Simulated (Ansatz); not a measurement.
For Mg2F (model structure, started from the Ca2N type, R-3m, No. 166, 3 atoms in the cell), PBE (plane waves, PAW; Ansatz, a quantum-chemistry and plane-wave program) gives:

- equilibrium lattice constant a: 3.171 Å
- c axis length: 17.503 Å
- cohesive energy: 2.67 eV/atom

### Question
What does r²SCAN+rVV10 (Ansatz, plane waves, PAW) give for the same quantities?

### Answer

- lattice constant a: 3.117 Å (decreases by 1.7 %)
- lattice parameter c: 17.410 Å (decreases by 0.5 %)
- cohesive energy: 2.87 eV/atom (rises by 0.20 eV/atom)

Changes are worked out from the printed values.

Unless a cell is named, each level is at its own relaxed cell (PBE 16.94, r²SCAN+rVV10 16.28 Å³/atom).

Ansatz's density-functional and Hartree–Fock values are scalar-relativistic unless marked +SOC, with PAW data made under PBE.

A model structure was made by putting elements into a prototype or built by hand; it is no filed structure, need not be a known phase, and can be a saddle point held by its symmetry.
